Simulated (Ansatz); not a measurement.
The structure below was relaxed with DFT with PBEsol, PAW potentials and a 420 eV plane-wave cutoff in Ansatz (a program for electronic structure), spin-orbit coupling left out.

```
CELL_PARAMETERS angstrom
     -2.62782     2.62782     5.08137
      2.62782    -2.62782     5.08137
      2.62782     2.62782    -5.08137
ATOMIC_POSITIONS crystal
  As 0.57115 0.12500 0.94615
  As 0.17885 0.62500 0.05385
  As 0.37500 0.42885 0.55385
  As 0.87500 0.82115 0.44615
  Ga 0.00000 0.00000 0.00000
  B  0.50000 0.50000 0.00000
  Ga 0.75000 0.25000 0.50000
  B  0.25000 0.75000 0.50000
```

### Question
Find the space group and the Wyckoff positions.

### Answer
Space group I-42d (No. 122); a = 5.2556 Å, b = 5.2556 Å, c = 10.1627 Å, α = 90.00°, β = 90.00°, γ = 90.00°

| atom | site | symmetry | x | y | z |
|---|---|---|---|---|---|
| As | 8d | .2. | 0.3039 | 0.2500 | 0.1250 |
| Ga | 4a | -4.. | 0.0000 | 0.0000 | 0.0000 |
| B | 4b | -4.. | 0.0000 | 0.0000 | 0.5000 |

These are small ordered cells, not random alloys; other orderings at the same x differ. No phonon test of stability was made. The cell was made from BAs by this change: x(Ga) = 0.5, 8 atoms, I-42d.
